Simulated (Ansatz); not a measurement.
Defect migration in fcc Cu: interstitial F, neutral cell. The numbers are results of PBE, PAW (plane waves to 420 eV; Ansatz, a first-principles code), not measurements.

Cell of 32 host sites held at the relaxed PBE lattice; a 2×2×2 k-point mesh shifted by half a step; Fermi-Dirac width 0.10 eV, spin-restricted; finite-size errors left in. Static, classical nuclei. Sites that were not tried may lie lower.

Barriers: single points on a 4×4×4 k-point mesh shifted by half a step at the bands' geometries (they differ from the bands' own by up to 0.08 eV, and are uncertain by about as much).

The step: a concerted move, in which F travels most; the atom moves 1.57 Å along (-0.25, -0.25, -0.25) of the unit cell; the moving atom starts with neighbours 6 Cu at 2.11 Å and ends with 4 Cu at 1.94 Å.

**Question.** What migration barrier of this step does PBE, PAW give?

**Answer.** 0.27 eV forward and 0.19 eV backward. At the saddle the moving atom has neighbours 3 Cu at 1.92, Cu at 2.25 Å. The program found a first-order saddle point.
